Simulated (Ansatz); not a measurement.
Base system: Re in the hcp (Mg type) structure (space group P6_3/mmc, No. 194; a = 2.7519 Å, c = 4.4401 Å; relaxed with 0.1 eV smearing). Axes: x lies along a and z along c of the hexagonal cell.

All numbers come from plane-wave PAW DFT at the PBEsol level (Ansatz, a program for electronic structure, 420 eV), without spin-orbit coupling.

Strains are applied to the cell and any free atomic positions relax.

One change was made to it. Results:

```tsv
quantity	base	after
energy relative to the base (free energy F)	0 meV/atom	+0.8 meV/atom
band gap	zero	zero
```

### Question
What was done to the base?
A. uniaxial strain ε_zz = −2.00 %
B. uniaxial strain ε_zz = −0.50 %
C. uniaxial strain ε_zz = +1.50 %

### Answer
B, uniaxial strain ε_zz = −0.50 %. For comparison, the energy relative to the base in the other runs: uniaxial strain ε_zz = +1.50 % gives +7.0 meV/atom; uniaxial strain ε_zz = −2.00 % gives +13 meV/atom.

Whether these cells are dynamically stable was not tested. The final runs are not spin-polarised.
